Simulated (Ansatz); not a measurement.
## PbTe under a change: isotropic strain −0.82 %

Start from PbTe in the rock salt structure (space group Fm-3m, No. 225; a = 6.569 Å).

Modification: an isotropic linear strain of −0.82 %; the atoms relax in the strained cell.

Method: PBE/PAW in Ansatz (an electronic-structure program), no spin-orbit coupling, earlier PAW set. k-mesh 9×9×9 (Γ-centred); smearing 0.05 eV (Fermi–Dirac).

| quantity | base | changed | shift |
|---|---|---|---|
| volume per atom | 35.44 Å³ | 34.57 Å³ | -0.865 Å³ |
| space group | Fm-3m (No. 225) | Fm-3m (No. 225) | – |
| energy relative to the base (free energy F) | 0 meV/atom | +2.7 meV/atom | +2.7 meV/atom |
| band gap | 0.83 eV | 0.79 eV | -0.046 eV |
| gap character | direct at L | direct at L | – |
| mean gap deformation potential ΔEg/Δln V | – | +1.9 eV | – |
| width of the top valence band | 2.51 eV | 2.65 eV | +0.14 eV |
| electron mass | 0.31 mₑ along k, 0.11 mₑ across (at L) | 0.29 mₑ along k, 0.10 mₑ across (at L) | – |
| hole mass | 0.50 mₑ along k, 0.092 mₑ across (at L) | 0.46 mₑ along k, 0.085 mₑ across (at L) | – |
| valley order (the lowest conduction-band minima on the path, energy above the VBM, named in the base's zone) | L along ⟨111⟩ 0.83 eV; a point along ⟨110⟩, about 0.5 Å⁻¹ from Γ 1.37 eV; a point along ⟨100⟩, about 0.3 Å⁻¹ from Γ 1.81 eV | L along ⟨111⟩ 0.79 eV; a point along ⟨110⟩, about 0.5 Å⁻¹ from Γ 1.34 eV; a point along ⟨100⟩, about 0.3 Å⁻¹ from Γ 1.79 eV | – |

Spin-orbit coupling, missing from the scalar runs, can matter with Pb and Te. Masses are band curvatures over ±0.01 Å⁻¹ around the edge. Along k means along the line from Γ to the band edge. No phonon test of stability was made.
